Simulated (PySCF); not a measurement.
PySCF 2.14.0, MP2 (frozen core)/cc-pvdz: C=C1C[C@@H](F)C[SiH2]1, 16 atoms. The geometry is a generated start, not checked to be a minimum at this level.

```
Property                                               Value
-------------------------------  ---------------------------
task                                                     mp2
basis                                                cc-pvdz
two-electron scheme              exact four-centre integrals
frozen core                                             true
mf.init_guess                                minao (default)
mf.DIIS                                      CDIIS (default)
mf.diis_space                                    8 (default)
mf.conv_tol                                  1e-09 (default)
basis functions (reference run)                          147
```

On 4 threads, 1 BLAS thread. Build: conda-forge: OpenMP (GNU), OpenBLAS with its own threads, libcint, Libxc. Each setting ran once; only counts and results are compared.

Values of mol.max_memory tried: 8000 MB, 4000 MB, 2000 MB, 1000 MB, 500 MB, 300 MB, 200 MB.

Q: Which of these memory settings still run, and by which path?

A: It runs down to 200 MB, the lowest tried, with the same result. At 8000 MB: SCF integrals in memory, transformation in memory. From 500 MB down: direct SCF, transformation through a file.

| mol.max_memory | path | peak memory |
|---|---|---|
| 8000 MB | SCF integrals in memory, transformation in memory | 0.79 GiB |
| 4000 MB | SCF integrals in memory, transformation in memory | 0.79 GiB |
| 2000 MB | SCF integrals in memory, transformation in memory | 0.79 GiB |
| 1000 MB | SCF integrals in memory, transformation in memory | 0.79 GiB |
| 500 MB | direct SCF, transformation through a file | 0.58 GiB |
| 300 MB | direct SCF, transformation through a file | 0.59 GiB |
| 200 MB | direct SCF, transformation through a file | 0.58 GiB |

Peak memory is the kernel's count for the largest process, libraries included and scratch files not. The peak passes the setting at 500 MB, 300 MB, 200 MB: it is no hard cap. MP2's transformation through a file may take 2000 MB even at lower settings.
